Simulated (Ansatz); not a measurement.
The reference is GaN in the wurtzite structure (space group P6_3mc, No. 186; a = 3.1833 Å, c = 5.1839 Å). Axes: x lies along a and z along c of the hexagonal cell.

Calculations: Ansatz (a program for electronic structure), r2SCAN, PAW, cutoff 500 eV, no spin-orbit coupling, earlier PAW set.

Perturbation: a pure shear with ε_yz = ε_zy = -0.0086; the atoms relax in the strained cell.

**Question.** Predict the stress tensor and what it implies for the stiffness.

**Answer.** Stress of the strained cell less that of the base (GPa, compression positive):
```
   0.01    0.00    0.00
   0.00   -0.02    1.68
   0.00    1.68    0.02
```

Then −Δσ/γ with γ = 2ε = -0.0172 gives relaxed-ion elastic constants: C44 ≈ 98 GPa.

Whether these cells are dynamically stable was not tested.
